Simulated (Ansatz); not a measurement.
# SnTe, response to strain

Take SnTe in the rock salt structure (space group Fm-3m, No. 225; a = 6.3702 Å) as the base.

Strains are applied to the cell and any free atomic positions relax.

All numbers come from r2SCAN (Ansatz, a program for electronic structure), without spin-orbit coupling.

Notes on the quantities. energy relative to the base: free energy F.

```json
[
 {"isotropic strain (%)": "-1.05", "energy relative to the base (meV/atom)": "4.6"},
 {"isotropic strain (%)": "0", "energy relative to the base (meV/atom)": "0.0"},
 {"isotropic strain (%)": "0.17", "energy relative to the base (meV/atom)": "?"},
 {"isotropic strain (%)": "1.05", "energy relative to the base (meV/atom)": "4.3"},
 {"isotropic strain (%)": "5.85", "energy relative to the base (meV/atom)": "113.1"}
]
```

Task: Fit ΔE = Aε² + Bε³ (ε in %) to the rows shown and predict the withheld row.

Result: Least squares on the printed values gives A = 4.04 and B = -0.13 meV/atom (largest residual 0.0 meV/atom); this predicts 0.1 meV/atom, and the run gives 0.1 meV/atom, in agreement.

No phonon test of stability was made. The final runs are not spin-polarised.
